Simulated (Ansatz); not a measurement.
## Response to strain in BN

Base system: BN in the zinc blende structure (space group F-43m, No. 216).

```yaml
crystal:
  lattice:
    - [0.00000, 1.80285, 1.80285]
    - [1.80285, 0.00000, 1.80285]
    - [1.80285, 1.80285, 0.00000]
  atoms:
    - { symbol: N, position: [0.75000, 0.75000, 0.75000] }
    - { symbol: B, position: [0.00000, 0.00000, 0.00000] }
```

Cartesian axes are those of the cell as printed.

Strains are applied to the cell and any free atomic positions relax; under biaxial strain the out-of-plane vector relaxes too; under stress the whole cell relaxes.

Computed with Kohn–Sham DFT with the PBEsol functional, run in Ansatz (a program for electronic structure) with PAW and 420 eV plane waves, no spin-orbit coupling.

Notes on the quantities. energy relative to the base: free energy F.

```tsv
variant	shortest interatomic distance	smallest direct gap	energy relative to the base	band gap
base	1.561 Å	8.81 eV	0 meV/atom	4.30 eV
biaxial strain +0.69 %, plane normal [001], relaxed out of plane	1.567 Å	8.65 eV	…	4.11 eV
isotropic strain −5.06 %	1.482 Å	9.54 eV	+186 meV/atom	4.45 eV
isotropic strain −4.00 %	1.499 Å	9.38 eV	+113 meV/atom	4.42 eV
isotropic strain −1.83 %	1.533 Å	9.06 eV	+22 meV/atom	4.35 eV
uniaxial strain ε_xx = +3.43 %	1.579 Å	…	+17 meV/atom	3.96 eV
uniaxial strain ε_yy = +3.11 %	1.578 Å	8.50 eV	+14 meV/atom	3.99 eV
uniaxial strain ε_yy = +5.26 %	1.589 Å	8.26 eV	+39 meV/atom	3.80 eV
uniaxial stress, 3 GPa compression along x	1.560 Å	8.76 eV	+0.2 meV/atom	4.21 eV
uniaxial stress, 2 GPa tension along z	1.562 Å	8.78 eV	+0.1 meV/atom	4.27 eV
```

Q: What belongs in the blanks?

A: 
- biaxial strain +0.69 %, plane normal [001], relaxed out of plane, energy relative to the base: +1.5 meV/atom
- uniaxial strain ε_xx = +3.43 %, smallest direct gap: 8.46 eV

Stability under load was not tested beyond the relaxation.
